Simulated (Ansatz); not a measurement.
Consider the following.

```
BAs
1.0
    0.00000     2.39766     2.39766
    2.39766     0.00000     2.39766
    2.39766     2.39766     0.00000
B As
1 1
Direct
  0.00000   0.00000   0.00000
  0.25000   0.25000   0.25000
```

No spin polarisation.

Method: Kohn–Sham DFT with the r2SCAN functional, run in Ansatz (an electronic-structure program) with PAW and 500 eV plane waves, spin-orbit coupling left out. Γ-centred 12×12×12 mesh, Fermi–Dirac width 0.05 eV.

### Question
Predict the smallest direct gap.

### Answer
3.43 eV.

### Question
What hole mass (degenerate bands, along [100]) does the calculation give?

### Answer
0.21, 0.22, 0.22 mₑ (at Γ).

### Question
What band gap does the calculation give?

### Answer
1.39 eV.

### Question
What gap character does the calculation give?

### Answer
Indirect, Γ → Γ–X (76 % along).

Load acts through the strain it causes; cell and atoms are relaxed under it. Effective masses come from finite differences of ±0.01 Å⁻¹. No phonon test of stability was made. The cell was made from BAs in the zinc blende structure (space group F-43m, No. 216) by this change: pressure −1 GPa.
